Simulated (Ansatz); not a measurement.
Functionals compared on the (110) surface of fcc Ag in its 1x1 cell, outermost plane spacing 1.47 Å in the ideal cut, in Ansatz (plane waves, PAW). The structure was relaxed with PBE; the other rows are single points on it, each with its references at the same level. Cutoff 420 eV (500 eV for r2SCAN).

Slab: 8 atoms, 10.3 Å thick at the start (thin: gaps and levels are the slab's own); k 13x9x1, smearing 0.1 eV, dipole-corrected; all atoms relaxed; held to the start's symmetry, so lower structures may exist; no spin, no spin-orbit, no U. These notes are the PBE run's.

```tsv
functional	surface energy (J/m²)	work function of the top face (eV)	rough cost of the single point
PBE	0.89	4.20	–
LDA	1.33	4.61	about 100 core-seconds (a rough figure)
PBEsol	1.17	4.30	around 80 core-seconds (rough)
RPBE	0.68	4.00	roughly 90 core-seconds
r2SCAN	1.07	4.14	around 3 core-minutes (rough)
```

Ansatz is a first-principles code.
